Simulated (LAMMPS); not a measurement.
System: a melt made from Au (fcc) with 75 % of Au sites Ni, 4000 atoms, at 1550 K and 0 GPa, brought to that temperature within a few picoseconds.

Method: classical MD, pair style eam, the elements' _u3.eam files (universal-3 set of Foiles, Baskes and Daw) (LAMMPS).

Task: Estimate the state found, the density, the most common Ni-Ni-Ni angle, the most common Au-Ni-Ni angle, the self-diffusion coefficient of Ni (not corrected for cell size) for this model.

Result: state found: liquid; density: 10.8418 ± 0.0008 g/cm³; most common Ni-Ni-Ni angle: at the 3° bin centred on 55.5°, after smoothing over three bins (mean of all 96°); most common Au-Ni-Ni angle: at the 3° bin centred on 55.5°, after smoothing over three bins (mean of all 96°); self-diffusion coefficient of Ni (not corrected for cell size): (3.28 ± 0.06) × 10^-5 cm²/s.

Caution: a run this short can hold a crystal over, or a liquid under, the potential's own melting point, which these runs don't give.
